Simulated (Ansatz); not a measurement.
Consider BP in the zinc blende structure (space group F-43m, No. 216).

```
BP
1.0
    0.00000     2.26820     2.26820
    2.26820     0.00000     2.26820
    2.26820     2.26820     0.00000
P B
1 1
Cartesian
  3.40230   3.40230   3.40230
  0.00000   0.00000   0.00000
```

Cartesian axes are those of the cell as printed.

Computed with DFT with r2SCAN, PAW potentials and a 500 eV plane-wave cutoff in Ansatz (a quantum-chemistry and plane-wave program), no SOC, earlier PAW set.

Perturbation: uniaxial strain ε_zz = −0.58 %, all other strain components held at zero; the atoms relax in the strained cell.

Problem. Predict the stress tensor and what it implies for the stiffness.

Solution. Stress of the strained cell less that of the base (GPa, compression positive):
```
   0.44    0.00    0.00
   0.00    0.44    0.00
   0.00    0.00    2.11
```

Then −Δσ_ii/ε with ε = -0.0058 gives relaxed-ion elastic constants: C33 ≈ 364 GPa, C13 ≈ 76 GPa and C23 ≈ 76 GPa.

No phonon test of stability was made.
